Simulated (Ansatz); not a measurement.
Start from Si in the diamond structure (space group Fd-3m, No. 227; a = 5.434 Å).

Method: PBEsol/PAW in Ansatz (a first-principles code), scalar-relativistic without spin-orbit coupling.

Strains are applied to the cell and any free atomic positions relax.

One change was made to it. Results:

```tsv
quantity	base	after
hole mass (degenerate bands, along [100])	0.17, 0.26, 0.26 mₑ (at Γ)	0.16, 0.26, 0.26 mₑ (at Γ)
width of the top valence band	3.90 eV	3.83 eV
band gap	0.47 eV	0.49 eV
```

### Question
Which change produced these results?
(A) isotropic strain +0.50 %
(B) isotropic strain +2.00 %
(C) isotropic strain +3.00 %
(D) isotropic strain −2.00 %
(E) isotropic strain +1.50 %

### Answer
A, isotropic strain +0.50 %. For comparison, the band gap in the other runs: isotropic strain +1.50 % gives 0.54 eV; isotropic strain +2.00 % gives 0.57 eV; isotropic strain +3.00 % gives 0.61 eV; isotropic strain −2.00 % gives 0.35 eV.

Effective masses come from finite differences of ±0.01 Å⁻¹. Stability against distortions was not tested.
